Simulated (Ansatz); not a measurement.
The parent structure is HfSi$_{2}$ (space group Cmcm, No. 63; a = 3.6503 Å, b = 14.3497 Å, c = 3.6352 Å).

Level of theory: PBEsol in Ansatz (plane waves to 420 eV, PAW, no spin-orbit coupling).

One change was made to it. Results:

| quantity | base | after |
|---|---|---|
| shortest interatomic distance | 241.2 pm | 233.8 pm |
| density | 8.19 g/cm³ | 10.34 g/cm³ |
| band gap | zero | zero |

### Question
Which of these changes matches the shifts?
A) pressure 15 GPa
B) pressure 7 GPa
C) pressure 50 GPa

### Answer
C, pressure 50 GPa. For comparison, the shortest interatomic distance in the other runs: pressure 15 GPa gives 237.8 pm; pressure 7 GPa gives 239.4 pm.

Load acts through the strain it causes; cell and atoms are relaxed under it. No phonon test of stability was made. No other phases were tried under pressure. The final runs are not spin-polarised.

Ansatz is a program for electronic structure.
